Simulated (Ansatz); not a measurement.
The reference is MgTe in the wurtzite structure (space group P6_3mc, No. 186; a = 4.5089 Å, c = 7.3377 Å).

All numbers come from LDA in Ansatz (plane waves to 420 eV, PAW, no SOC).

For the base:

* **Lattice parameter a**: 4.509 Å

Modification: a hydrostatic pressure of 9 GPa.

Q: What does the calculation give for the lattice parameter a after the change?

A: The lattice parameter a drops by 0.240 Å to 4.269 Å.

Load acts through the strain it causes; cell and atoms are relaxed under it. Stability against distortions was not tested. Tetrahedral semiconductors of this kind turn to denser phases somewhere between about 1 and 50 GPa; those were not computed, so compressed cells here can lie past the real transition.

Ansatz is a first-principles code.
